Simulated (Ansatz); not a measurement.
# Short convergence ladders for NiPt (P4mm, 2 atoms in the cell)

```xyz
2
Lattice="2.6964 0.0000 0.0000 0.0000 2.6964 0.0000 0.0000 0.0000 3.5604" Properties=species:S:1:pos:R:3 pbc="T T T"
Ni     1.3482     1.3482     1.8302
Pt     0.0000     0.0000     0.0000
```
Moments meant for the start (each program seeds them in its own way; μB, in the order of the atoms Ni Pt): 2.0 1.0.

Base method: PBEsol, default PAW files made with PBE (plane waves; Ansatz, a first-principles code).

Base settings: basis.ecutwfc = 420 eV; kpoints.mp_grid.grid = 12 12 9; hamiltonian.xc = pbesol; hamiltonian.pseudopotentials = {kind: paw} (the program's default PAW files); magnetization.spin_polarized = true; scf.occupations.method = fermi_dirac; scf.occupations.width = 0.1 eV.

The count of work is k-points × plane waves × bands × iterations; it is no time. 

**The plane-wave cutoff**

The second cell is the first with its lattice scaled by 0.98.

The mesh stays at the base's, so the ladder's end is converged at best in this setting alone.

The first pressure column holds Ansatz's estimate of the finite-basis (Pulay) stress, which hides part of the cutoff error; the other is without it.

Only quantities that move along the ladder and can be compared are tabulated.

The magnetic state is not the same in all runs (site moments differ, or a search went on to a lower state), so steps between rows are not convergence errors alone.

```csv
basis.ecutwfc,free energy less the last step's (meV/atom),energy of the compressed cell less the first (meV/atom),pressure (GPa),pressure without the Pulay estimate (GPa),largest difference of a force vector from the last step's (eV/Å),count of work / last
145 eV,81881.25,337.85,-70.50,-3431.72,4.450,0.049
190 eV,18094.03,-262.45,-55.43,-989.21,1.071,0.086
230 eV,4435.11,46.76,7.25,-310.45,0.230,0.098
295 eV,265.86,33.95,-0.58,-31.93,0.046,0.18
380 eV,3.65,28.28,-1.73,-2.04,0.001,0.24
420 eV,2.31,28.20,-1.74,-1.80,0.001,0.28
1010 eV,0.00,28.06,-1.77,-1.77,0.000,1.0
```

Coarsest basis.ecutwfc that holds the forces within 0.02 eV/Å of the last step, with all finer ones: 380 eV, at 0.24 of the last step's count of work; the step before is off by 0.046 eV/Å.

State of the free energy at the end of the ladder: still drifting one way, by 3.6 meV/atom over the last two steps, so the last step is no safe reference.

Coarsest basis.ecutwfc that holds the pressure within 0.5 GPa of the last step, with all finer ones: 380 eV, at 0.24 of the last step's count of work; the step before is off by 1.2 GPa.

At the lowest cutoff the pressure without the Pulay estimate lies 3430 GPa under the last step's, the usual sign of Pulay stress in an incomplete plane-wave basis.

**The density cutoff**

The mesh stays at the base's, so the ladder's end is converged at best in this setting alone.

Only quantities that move along the ladder and can be compared are tabulated.

| basis.ecutrho_ratio | free energy less the last step's (meV/atom) | pressure (GPa) |
|---|---|---|
| 2 | -4.38 | -1.35 |
| 3 | -0.08 | -1.74 |
| 4 | 0.00 | -1.74 |
| 6 | 0.00 | -1.74 |
| 10 | 0.00 | -1.74 |
| 16 | 0.00 | -1.74 |

Coarsest basis.ecutrho_ratio that holds the free energy within 1 meV/atom of the last step, with all finer ones: 3; the step before is off by 4.4 meV/atom.

Coarsest basis.ecutrho_ratio that holds the pressure within 0.05 GPa of the last step, with all finer ones: 3; the step before is off by 0.39 GPa.

On the base run: the starting cell comes from a database of computed structures (which also holds hypothetical and non-ambient phases and stackings), without a prior relaxation at this level. Its lattice was rescaled by up to half a per cent. One atom was moved a little off its site on purpose. With one magnetic atom in the cell only a parallel order is possible.

Keys are those of Ansatz 0.2.
